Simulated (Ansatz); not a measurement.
The starting structures come from a database of crystals and need not be the phases stable at ambient conditions.

Consider the following.

```yaml
crystal:
  lattice:
    - [3.56362, 0.00000, 0.00000]
    - [0.00000, 5.92910, 0.00000]
    - [0.00000, 0.00000, 6.99178]
  atoms:
    - { symbol: Ca, position: [0.75000, 0.24907, 0.88814] }
    - { symbol: Ca, position: [0.25000, 0.75093, 0.11186] }
    - { symbol: Ca, position: [0.25000, 0.25093, 0.38814] }
    - { symbol: Ca, position: [0.75000, 0.74907, 0.61186] }
    - { symbol: F, position: [0.75000, 0.47858, 0.16574] }
    - { symbol: F, position: [0.25000, 0.52142, 0.83426] }
    - { symbol: F, position: [0.25000, 0.02142, 0.66574] }
    - { symbol: F, position: [0.75000, 0.97858, 0.33426] }
    - { symbol: F, position: [0.25000, 0.64349, 0.42648] }
    - { symbol: F, position: [0.75000, 0.35651, 0.57352] }
    - { symbol: F, position: [0.75000, 0.85651, 0.92648] }
    - { symbol: F, position: [0.25000, 0.14349, 0.07352] }
```

Space group of this cell: Pnma. The cell is taken as given.

These are r2SCAN (plane waves, PAW; Ansatz, a first-principles code) values and carry that method's errors.

The current runs along the normal of the first two printed vectors; no spin-orbit coupling. Scaled by the factor s: all lengths (ions clamped). The meshes follow the cell: 10×6×6 and 10×6 across at s = 0.98, 8×6×6 and 8×6 across at s = 1.00, 8×6×4 and 8×6 across at s = 1.02.

| s | mean pressure (GPa) | slowest mid-gap decay constant κ (1/Å) |
|---|---|---|
| 0.98 | 6.2 | ? |
| 1.00 | -0.5 | 0.585 |
| 1.02 | -5.5 | 0.572 |

**Question.** Take the slope of the slowest mid-gap decay constant κ against ln s from the two given rows, extrapolate to s = 0.98, and say what the run there gives.

**Answer.** Slope = (0.572 − 0.585) / ln 1.02 = -0.656 1/Å. The line gives 0.585 + (-0.656) × ln 0.98 = 0.598 1/Å. The run gives 0.600 1/Å, 0.002 1/Å over the line, 13 % of the predicted step.
